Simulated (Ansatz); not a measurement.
Ti (P6_3/mmc): band-structure transport figures

Data:

```
CELL_PARAMETERS angstrom
      2.90001     0.00000     0.00000
     -1.45001     2.51148     0.00000
      0.00000     0.00000     4.59294
ATOMIC_POSITIONS crystal
  Ti 0.33333 0.66667 0.25000
  Ti 0.66667 0.33333 0.75000
```

Calculation: r2SCAN, rigid bands (plane waves, PAW, scalar-relativistic; Ansatz, an electronic-structure program). Condition of this run: functional r2SCAN on the same cell. Geometry: cell and atoms relaxed with PBEsol.

| Property | Result |
|---|---|
| density of states at the Fermi level | 1.53 states/(eV·cell), both spins |
| bare Sommerfeld coefficient | 1.80 mJ/(mol of atoms·K²) |
| Drude plasma energy | 4.0 (x), 4.0 (y), 4.2 (z) eV |
| root-mean-square Fermi velocity | 3.7e5 m/s |
| resistivity times τ | 31 (x), 31 (y), 28 (z) ×10⁻²² Ω·m·s |

A metal at this level (no band gap); rigid bands, thermally averaged at 300 K, both spins. Spin-orbit coupling is left out. τ is one relaxation time for all states.
